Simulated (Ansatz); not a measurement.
**Worked sum: formation energy of the neutral C_Si in Si (diamond, Fd-3m)**

We look at the formation energy of the neutral C_Si in Si (diamond, Fd-3m). Reaction: C (graphite) + 63 Si (diamond) → cell A.

A: a supercell of 64 sites of Si (diamond, Fd-3m) with C on a Si site (4 Si at 2.02 Å); spin state with PBE: run without spin.

Setting: static, neutral cells in Ansatz (PAW) whose structures rest at the PBE+D3(BJ) level. Ansatz (an electronic-structure program) runs with its PAW set soft_1. Other levels take these structures. The lattices are those relaxed with PBE+D3(BJ), so at other levels the solids can be strained, which adds to the spread. Larger cells are relaxed from a start prepared with the learned potential CHGNet till forces fall under 0.03 eV/Å, which some starts already meet. Mesh and cell size may move defect energies by 0.1 eV or more. Cell A has symmetry P-43m and got no random move, so less symmetric positions, which may lie lower, weren't tried.

Total energies of the cells in eV, at zero smearing width. They compare only within one column; the weights balance every element.

```csv
cell,atoms,weight,PBE+D3(BJ),PBEsol
A: Si:C_Si,64,+1,-40325.28317,-39399.29440
C (graphite),4,−1/4,-1004.33948,-986.75990
Si (diamond),64,−63/64,-40711.74403,-39775.43806
```

PBE+D3(BJ): (-40325.28317) − 1/4 × (-1004.33948) − 63/64 × (-40711.74403) = 1.425 eV.

PBEsol: (-39399.29440) − 1/4 × (-986.75990) − 63/64 × (-39775.43806) = 1.342 eV.

What follows from the PBE+D3(BJ) value: With the reservoirs of the reaction as written, and without entropy terms or charged states, the share of sites that hold the defect in equilibrium is exp(−1.42 eV/k_BT) = 7.0×10^-8 at 1000 K.
